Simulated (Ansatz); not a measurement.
Amorphous Al$_{28}$O$_{47}$Ta$_{2}$, 77 atoms at 3.62 g/cm³, one PBE-relaxed geometry, zone centre. Methods: PBE, scalar-relativistic without spin-orbit coupling (Ansatz, a program for electronic structure); r2SCAN, scalar-relativistic without spin-orbit coupling (Ansatz); HSE06, scalar-relativistic without spin-orbit coupling (Ansatz). Plane waves to 420 eV (r2SCAN 500 eV); exact exchange is cut at the cell's faces. At PBE the levels at the filled edge of the gap are localised (band-tail or defect states), and the nearest spread-out levels lie 4.0 eV apart at the zone centre. All rungs ran without spin polarisation.

The cell was made by melting and quenching with the CHGNet potential and then relaxed with DFT. O atoms were pushed apart under 1.9 Å during the dynamics, to hinder bonds among them. The hot cell started wider than the set density and was brought back towards it in steps. It is the lowest in DFT energy of 2 quenches. It is a model cell: composition and starting density were chosen by hand, and all elements were melted together. No dispersion term was used. Its density started from a set value of 3.62 and ended at 3.62 g/cm³. The simulated quench (nominally 410 K/ps over its main leg) is rapid and tends to freeze in more defects than a deposited or slowly cooled glass has. A cell of this size samples the disorder only roughly. The volume was held where the preparation left it and the shape relaxed, at a PBE pressure of 1.4 GPa. Stress components on the final sampling reach 1.4 GPa.

The relaxation ran on the zone centre alone. At PBE the level gap is 3.61 eV on a 2×2×2 Γ-centred mesh, and the spacing at the zone centre alone 3.63 eV.

Task: What zone-centre spacing does r2SCAN give, roughly?

Result: 4.13 eV (+0.51 eV against PBE).

Task: What zone-centre spacing does HSE06 give, roughly?

Result: 5.29 eV (+1.67 eV against PBE).

The highest filled and the lowest empty state spread over these numbers of atoms (participation numbers): PBE: 8.4 and 14.1; r2SCAN: 8.3 and 4.1; HSE06: 10.6 and 8.5.
